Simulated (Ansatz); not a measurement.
**ZrGe (model structure, started from the NbAs type, I4₁md, No. 109, 4 atoms in the cell): properties by level of theory**

| level (code) | lattice constant a (Å) | c axis length (Å) |
|---|---|---|
| PBE (Ansatz) | 3.509 | 13.829 |
| PBEsol (Ansatz) | 3.463 | 13.684 |
| PBE-D3(BJ) (Ansatz) | 3.466 | 13.713 |

Ansatz's density-functional and Hartree–Fock values are scalar-relativistic unless marked +SOC, with PAW data made under PBE.

A model structure was made by putting elements into a prototype or built by hand; it is no filed structure, need not be a known phase, and can be a saddle point held by its symmetry.

Ansatz is an electronic-structure program.
